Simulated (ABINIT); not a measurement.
ABINIT run on MnAgO2 (C2/m, 4 atoms in the cell): self-consistent single point.

Computed with LDA (PW92), PAW (JTH v2.0 LDA PAW) (plane waves; ABINIT).

```xyz
4
Lattice="2.7832 -1.4564 0.0000 2.7832 1.4564 0.0000 -1.3168 0.0000 6.2320" Properties=species:S:1:pos:R:3 pbc="T T T"
Mn     2.1248     0.0000     3.1160
Ag     0.0000     0.0000     0.0000
O      0.1202     0.0000     2.0916
O      4.1294     0.0000     4.1404
```
Moments meant for the start (each program seeds them in its own way; μB, in the order of the atoms Mn Ag O O): 4.0 0.0 0.0 0.0.

Reference input (self-consistent single point, DFT, PBEsol, plane waves, PAW (JTH v2.0 PBE PAW, files made for PBE)): pseudos = [Mn.GGA_PBE-JTH.xml, Ag.GGA_PBE-JTH.xml, O.GGA_PBE-JTH.xml]; ecut = 30 Ha; pawecutdg = 60 Ha; pawxcdev = 0; ixc = -116133; nsppol = 2; occopt = 3; tsmear = 0.00183747 Ha; ngkpt = 7 7 3; nshiftk = 1; shiftk = 0 0 0; potentials = JTH v2.0 PBE PAW. This run's input differs from it in these lines:

```diff
@@ -1,4 +1,4 @@
-# MnAgO2, JTH v2.0 PBE PAW
+# MnAgO2, JTH v2.0 LDA PAW
 pp_dirpath "./"
-pseudos "Mn.GGA_PBE-JTH.xml, Ag.GGA_PBE-JTH.xml, O.GGA_PBE-JTH.xml"
+pseudos "Mn.LDA_PW-JTH.xml, Ag.LDA_PW-JTH.xml, O.LDA_PW-JTH.xml"
 acell 3*1.0 Angstrom
@@ -20,3 +20,2 @@
 pawxcdev 0
-ixc -116133
 nsppol 2
```

Its files differ too (potentials: JTH v2.0 PBE PAW → JTH v2.0 LDA PAW).

Output (repeated stretches shortened):

```
--- !BeginCycle
solver: {iscf: 17, nstep: 100, nline: 4, wfoptalg: 10, }
tolerances: {tolvrs: 1.00E-12, }
...

     iter   Etot(hartree)     deltaE(h) residm    nres2    magn
 ETOT  1  -176.01414293197    -1.76E+02 1.65E+00 1.13E+03 1.717
 ETOT  2  -180.78367030700    -4.77E+00 9.45E-02 4.21E+03 0.385
 ETOT  3  -175.75892875255     5.02E+00 7.54E-01 6.65E+02 0.999
 ETOT  4  -175.57919938448     1.80E-01 7.95E-02 6.67E+01 2.563
 ETOT  5  -175.55185064969     2.73E-02 4.86E-02 1.39E+01 3.057
   [... 19 lines left out ...]
 ETOT 25  -175.56341761915    -1.36E-12 3.90E-05 6.58E-10 3.923
 ETOT 26  -175.56341761915    -2.39E-12 1.73E-05 3.99E-11 3.923
 ETOT 27  -175.56341761915    -7.11E-13 2.07E-05 1.02E-11 3.923
 ETOT 28  -175.56341761915     8.53E-13 1.12E-05 6.34E-13 3.923
 At SCF step   28       nres2   =  6.34E-13 < tolvrs=  1.00E-12 =>converged.

 Cartesian components of stress tensor (hartree/bohr^3)
  sigma(1 1)=  2.98122050E-04  sigma(3 2)=  0.00000000E+00
  sigma(2 2)=  3.75676064E-04  sigma(3 1)= -1.29445026E-05
  sigma(3 3)=  3.89667191E-04  sigma(2 1)=  0.00000000E+00

 Integrated electronic and magnetization densities in atomic spheres:
 Radius=ratsph(iatom), smearing ratsm=  0.0000. Diff(up-dn)=approximate z local magnetic moment.
 Atom    Radius    up_density   dn_density  Total(up+dn)  Diff(up-dn)
    1   2.11192     8.299447     4.819166     13.118612     3.480281
    2   2.51516     4.917203     4.872063      9.789267     0.045140
    3   1.41465     2.285672     2.220359      4.506031     0.065313
    4   1.41465     2.285672     2.220359      4.506031     0.065313
   [... lines left out ...]
 Total magnetization (from the atomic spheres):             3.656047
 Total magnetization (exact up - dn):                       3.922772
 Fermi (or HOMO) energy (eV) =   4.55286   Average Vxc (eV)= -11.64684
   [... lines left out ...]
'-kT*entropy'       : -2.09647448215230E-04
total_energy        : -1.75563417561799E+02
total_energy_eV     : -4.77732354704759E+03
...

-Cartesian components of stress tensor (GPa)         [Pressure= -1.0429E+01 GPa]
- sigma(1 1)=  8.77105205E+00  sigma(3 2)=  0.00000000E+00
- sigma(2 2)=  1.10527695E+01  sigma(3 1)= -3.80840350E-01
- sigma(3 3)=  1.14644026E+01  sigma(2 1)=  0.00000000E+00

 Calculation completed.
```

The run converged in 28 iterations. Against the reference run the pressure goes from -4.42 to -10.43 GPa, the largest force goes from 0.149 to 0.289 eV/Å and the size of the net moment hardly changes (0.99 to 0.98 μB/atom).

The starting cell comes from a database of computed structures (which also holds hypothetical and non-ambient phases and stackings), without a prior relaxation at this level. Its lattice was rescaled by a random factor within 2.5 % of one. With one magnetic atom in the cell only a parallel order is possible. With a pressure of about -10 GPa the cell is away from its equilibrium volume at this level.

Cost on one core of a shared machine: roughly 5 min.
